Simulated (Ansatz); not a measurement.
The starting structures come from a database of crystals and need not be the phases stable at ambient conditions.

 Where the default PAW files enter, the runs use the earlier of Ansatz's two default sets.

Input:

```
CELL_PARAMETERS angstrom
      3.49446     0.00000     0.00000
      0.00000     3.49446     0.00000
      0.00000     0.00000     6.11629
ATOMIC_POSITIONS crystal
  Pt 0.50000 0.00000 0.50000
  Pt 0.00000 0.50000 0.00000
  S  0.00000 0.00000 0.75000
  S  0.00000 0.00000 0.25000
```

Space group of this cell: P4_2/mmc. The cell is taken as given.

Transport runs along the normal of the first two printed cell vectors, the (001) plane of the conventional cell.

The gap is the functional's own, uncorrected, and κ follows it; spin-orbit coupling is left out. Mid-gap values are interpolated between the computed energies.

Task: Predict the band gap and the smallest decay constant κ at mid-gap from r2SCAN in Ansatz (a quantum-chemistry and plane-wave program).

Result: Gap 0.78 eV on a 10×10×6 mesh; κ = 0.123 1/Å, at (0.200, 0.000) of the in-plane reciprocal vectors. At the zone centre, at the nearest computed energy, the slowest state has κ = 0.14 1/Å.
